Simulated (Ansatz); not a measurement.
The parent structure is BaCd2P2 (space group P-3m1, No. 164; a = 4.368 Å, c = 7.468 Å; a cell from a computed database, its experimental status unchecked).

Now apply this change: an isotropic linear strain of +1.65 %, atoms relaxed at fixed cell.

Levels (all Ansatz, an electronic-structure program, PAW): PBEsol (420 eV, no spin-orbit coupling); r2SCAN (500 eV, no spin-orbit coupling); HSE06 (420 eV, without spin-orbit coupling).

One geometry, relaxed with PBEsol, under each level:

| level | band gap | lowest conduction level above the VBM at special points | pressure |
|---|---|---|---|
| PBEsol | 0.65 eV | A 0.65 eV; Γ 0.66 eV; M 1.03 eV; L 1.10 eV | -2.56 GPa |
| r2SCAN | (withheld) | (withheld) | (withheld) |
| HSE06 | 1.46 eV | A 1.47 eV; Γ 1.46 eV; M 1.68 eV | – |

Give the withheld r2SCAN results.


- r2SCAN, band gap: 1.09 eV
- r2SCAN, lowest conduction level above the VBM at special points: A 1.09 eV; Γ 1.20 eV; M 1.36 eV; L 1.46 eV
- r2SCAN, pressure: -0.38 GPa

Single points use the geometry relaxed with PBEsol. Their cutoffs differ, which shifts pressures a little. HSE06 was sampled on its mesh, a few special points and the semilocal edge points, so its gap is an upper bound. Whether these cells are dynamically stable was not tested.
